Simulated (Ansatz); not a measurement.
Consider Al$_{2}$Pt (space group Fm-3m, No. 225).

```
Al2Pt
1.0
    0.00000     2.97297     2.97297
    2.97297     0.00000     2.97297
    2.97297     2.97297     0.00000
Al Pt
2 1
Direct
  0.25000   0.25000   0.25000
  0.75000   0.75000   0.75000
  0.00000   0.00000   0.00000
```

The values are results of PBE (Ansatz, an electronic-structure program), without spin-orbit coupling, not measurements.

Base values:

The density is 7.87 g/cm³ and the shortest interatomic distance comes out as 2.575 Å.

Now apply this change: a negative pressure, −1 GPa.

Problem. Predict the new density and shortest interatomic distance.

Solution. The density falls by 0.06 g/cm³ (7.87 g/cm³ → 7.81 g/cm³); the shortest interatomic distance grows by 0.0068 Å, from 2.575 Å to 2.581 Å.

Load acts through the strain it causes; cell and atoms are relaxed under it. Whether these cells are dynamically stable was not tested. The final runs are not spin-polarised.
